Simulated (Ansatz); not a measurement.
These are PBE (plane waves to 420 eV, PAW; Ansatz, a quantum-chemistry and plane-wave program) values and carry that method's errors.

Plane-averaged electrostatic potential energy along the normal, in eV from the Fermi level, for a constructed model of the (111) surface of fcc Cu, a pseudomorphic layer of Pt in the other hollow (bottom of the slab: a bare face, its two planes held):

```tsv
z (Å)	V (eV)
3.77	4.79
4.06	4.78
4.35	4.78
4.64	4.78
4.93	4.77
5.22	4.76
5.51	4.73
5.80	4.66
6.09	4.53
6.38	4.24
6.67	3.64
6.96	2.37
7.25	-0.80
7.54	-8.31
7.83	-15.20
8.12	-17.02
8.41	-13.41
8.70	-5.70
8.99	-0.34
9.28	-0.69
9.57	-6.72
9.86	-14.24
10.15	-17.28
10.44	-14.89
10.73	-7.72
11.02	-1.11
11.31	-0.21
11.60	-4.98
11.89	-12.88
12.18	-17.10
12.47	-15.90
12.76	-9.53
13.05	-2.09
13.34	0.05
13.63	-3.29
13.92	-11.15
14.21	-16.57
14.50	-16.66
14.79	-11.39
15.08	-3.49
15.37	0.06
15.66	-1.90
15.95	-9.24
16.24	-15.73
16.53	-17.09
16.82	-13.02
17.11	-5.13
17.40	-0.17
17.69	-0.93
17.98	-7.45
18.27	-14.67
18.56	-17.17
18.85	-14.24
19.14	-6.72
19.43	-0.49
19.72	-0.06
20.01	-5.56
20.30	-17.03
20.59	-26.70
20.88	-28.88
21.17	-22.20
21.46	-10.48
21.75	-0.86
22.04	2.90
22.33	4.42
22.62	5.05
22.91	5.32
23.20	5.44
23.49	5.49
23.78	5.51
24.07	5.52
24.36	5.52
24.65	5.52
24.94	5.53
25.23	5.53
```

Slab: 7 atoms, 12.9 Å thick at the start with caps and adatoms (thin: gaps and levels are the slab's own); k 17x17x1, smearing 0.1 eV, dipole-corrected; 2 atoms held, the rest relaxed; symmetry of the start imposed; no spin, no spin-orbit, no U. In PBE it is, or lies within 0.01 eV a 1x1 cell of, the lowest of the 2 structures of its composition computed so far; subsurface sites and larger cells were not tried.

Q: The surface cell has an area of 5.71 Å². What dipole along the normal does the step between the two vacuum levels imply?

A: the top vacuum level lies 0.74 eV above the bottom one; p = −ε₀ A ΔV (ε₀ = 0.005526 e/(V·Å)) gives -0.02 e·Å a cell.
